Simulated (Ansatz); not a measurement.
The parent structure is Mo in the bcc (W type) structure (space group Im-3m, No. 229; a = 3.1608 Å).

The change: a hydrostatic pressure of 3 GPa.

Levels (all Ansatz, a quantum-chemistry and plane-wave program, PAW, earlier PAW set): PBE (420 eV, no spin-orbit coupling); r2SCAN (500 eV, no spin-orbit coupling).

The geometry is relaxed with PBE.

* **PBE pressure**: 3.0 GPa

With r2SCAN at the same geometry, the pressure shrinks by 2.5 GPa (3.0 GPa → 0.5 GPa).

Single points use the geometry relaxed with PBE. Their cutoffs differ, which shifts pressures a little. Load acts through the strain it causes; cell and atoms are relaxed under it. No phonon test of stability was made. The final runs are not spin-polarised.
